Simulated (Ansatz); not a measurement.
Convergence study of the plane-wave cutoff for LaGe2Rh (Cm, 8 atoms in the cell)

```
CELL_PARAMETERS angstrom
      2.19192    -8.59573     0.00000
      2.19192     8.59573     0.00000
      0.00000     0.00000     4.32707
ATOMIC_POSITIONS crystal
  La 0.89096 0.10904 0.26155
  La 0.10904 0.89096 0.75000
  Ge 0.54150 0.45850 0.25000
  Ge 0.45850 0.54150 0.75000
  Ge 0.25011 0.74989 0.25000
  Ge 0.74989 0.25011 0.75000
  Rh 0.68095 0.31905 0.25000
  Rh 0.31905 0.68095 0.75000
```

Level of theory: PBEsol, default PAW files made with PBE (plane waves; Ansatz, a program for electronic structure).

Base settings: basis.ecutwfc = 420 eV; kpoints.mp_grid.grid = 3 3 3; hamiltonian.xc = pbesol; hamiltonian.pseudopotentials = {kind: paw} (the program's default PAW files); scf.occupations.method = fermi_dirac; scf.occupations.width = 0.1 eV.

The second cell is the first with its lattice scaled by 0.98.

The mesh stays at the base's, so the ladder's end is converged at best in this setting alone.

The first pressure column holds Ansatz's estimate of the finite-basis (Pulay) stress, which hides part of the cutoff error; the other is without it.

Only quantities that move along the ladder and can be compared are tabulated.

The count of work is k-points × plane waves × bands × iterations; it is no time. 

The starting cell comes from a database of computed structures (which also holds hypothetical and non-ambient phases and stackings), without a prior relaxation at this level. Its lattice was rescaled by up to half a per cent. One atom was moved a little off its site on purpose. Spin polarisation is off. Without a gap this mesh is coarse (it stands for a supercell whose shortest vector is 13 Å).

Steps (basis.ecutwfc): 145 eV; 170 eV; 190 eV; 210 eV; 230 eV; 250 eV; 295 eV; 335 eV; 380 eV; 420 eV; 460 eV; 505 eV; 565 eV; 630 eV; 735 eV; 840 eV; 1010 eV.

Question: What is the coarsest basis.ecutwfc that holds the forces within 0.01 eV/Å of the last step, with all finer ones?

Answer: 380 eV, at 0.20 of the last step's count of work; the step before is off by 0.013 eV/Å.

Question: What is the coarsest basis.ecutwfc that holds the pressure without the Pulay estimate within 0.1 GPa of the last step, with all finer ones?

Answer: 420 eV, at 0.24 of the last step's count of work; the step before is off by 0.13 GPa.

Question: What is the coarsest basis.ecutwfc that holds the pressure within 0.1 GPa of the last step, with all finer ones?

Answer: 295 eV, at 0.16 of the last step's count of work; the step before is off by 0.73 GPa.

```csv
basis.ecutwfc,free energy less the last step's (meV/atom),energy of the compressed cell less the first (meV/atom),pressure (GPa),pressure without the Pulay estimate (GPa),largest difference of a force vector from the last step's (eV/Å),count of work / last
145 eV,44945.20,-47.20,15.81,-1097.45,3.903,0.062
170 eV,19664.83,-114.40,3.78,-581.24,1.882,0.072
190 eV,9972.07,-10.75,-2.33,-344.01,1.272,0.080
210 eV,4911.01,39.34,-2.41,-197.28,0.177,0.097
230 eV,2355.39,13.14,-2.86,-109.52,0.100,0.11
250 eV,1092.40,5.70,-1.42,-58.46,0.094,0.11
295 eV,158.19,24.05,-0.61,-11.89,0.021,0.16
335 eV,20.88,24.41,-0.60,-2.53,0.013,0.17
380 eV,2.67,23.05,-0.66,-0.82,0.002,0.20
420 eV,1.40,22.93,-0.68,-0.71,0.001,0.24
460 eV,0.83,22.89,-0.68,-0.71,0.000,0.28
505 eV,0.36,22.88,-0.68,-0.70,0.000,0.31
565 eV,0.20,22.87,-0.68,-0.69,0.000,0.42
630 eV,0.14,22.87,-0.68,-0.69,0.000,0.49
735 eV,0.06,22.86,-0.68,-0.69,0.000,0.63
840 eV,0.03,22.86,-0.68,-0.69,0.000,0.76
1010 eV,0.00,22.85,-0.69,-0.69,0.000,1.0
```

The energy difference between the two cells stays within 1 meV/atom of the last step's from 380 eV on, the total only from 460 eV on: much of the error is common to both cells and cancels.

At the lowest cutoff the pressure without the Pulay estimate lies 1100 GPa under the last step's, the usual sign of Pulay stress in an incomplete plane-wave basis.

Keys are those of Ansatz 0.2.
